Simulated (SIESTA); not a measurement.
Band structure of CoO (R3m, 4 atoms in the cell).

```
CoO
1.0
    1.62689     0.93929     5.21199
   -1.62689     0.93929     5.21199
    0.00000    -1.87858     5.21199
Co O
2 2
Direct
  0.99949   0.99949   0.99949
  0.49950   0.49950   0.49950
  0.37550   0.37550   0.37550
  0.87553   0.87553   0.87553
```
Moments meant for the start (each program seeds them in its own way; μB, in the order of the atoms Co Co O O): 3.0 3.0 0.0 0.0.

Method of the run: SIESTA with LDA PW92, numerical atomic orbitals DZP, PseudoDojo LDA standard norm-conserving potentials (rewritten from UPF to PSML).

Settings: XC.functional = LDA; XC.authors = PW92; potentials = PseudoDojo LDA standard; PAO.BasisSize = DZP; PAO.EnergyShift = 0.01 Ry; MeshCutoff = 300 Ry; kgrid.MonkhorstPack = 8 8 8; OccupationFunction = FD; ElectronicTemperature = 0.05 eV; Spin = polarized; DM.InitSpin = [1 +3.00, 2 +3.00, 3 +0.00, 4 +0.00]; MaxSCFIterations = 150; SCF.Mixer.Method = Pulay; SCF.Mixer.Weight = 0.1.

The starting cell comes from a database of computed structures (which also holds hypothetical and non-ambient phases and stackings), without a prior relaxation at this level. Its lattice was rescaled by a random factor within 2.5 % of one. The magnetic order is the one reached from the typed start; others were not searched systematically. Values carry the incompleteness of an atom-centred basis.

Levels in eV from the Fermi level, bands 23 to 28 of the first spin channel:
```json
[
 {"point": "Γ", "23": "-0.70", "24": "0.12", "25": "0.21", "26": "0.21", "27": "0.35", "28": "5.56"},
 {"point": "L", "23": "-1.07", "24": "-1.07", "25": "-1.01", "26": "-1.01", "27": "5.60", "28": "5.60"},
 {"point": "B1", "23": "-1.41", "24": "-1.41", "25": "-0.89", "26": "-0.89", "27": "6.56", "28": "6.56"},
 {"point": "B", "23": "-1.41", "24": "-1.41", "25": "-0.89", "26": "-0.89", "27": "6.56", "28": "6.56"},
 {"point": "Z", "23": "-0.16", "24": "-0.16", "25": "-0.16", "26": "-0.16", "27": "2.58", "28": "2.58"},
 {"point": "X", "23": "-1.49", "24": "-1.45", "25": "-0.94", "26": "-0.79", "27": "6.62", "28": "6.64"},
 {"point": "Q", "23": "-1.49", "24": "-1.45", "25": "-0.94", "26": "-0.79", "27": "6.62", "28": "6.64"},
 {"point": "F", "23": "-1.66", "24": "-1.63", "25": "-0.58", "26": "-0.54", "27": "5.13", "28": "5.60"},
 {"point": "P1", "23": "-1.65", "24": "-1.36", "25": "-0.70", "26": "-0.63", "27": "5.01", "28": "5.97"},
 {"point": "P", "23": "-1.65", "24": "-1.36", "25": "-0.70", "26": "-0.63", "27": "5.01", "28": "5.97"}
]
```

Bands cross the Fermi level along this path, so the cell is metallic at this level.

Higher empty bands are left out: an atom-centred basis made for the valence describes them poorly.

The net moment of the cell came out as 5.68 μB.
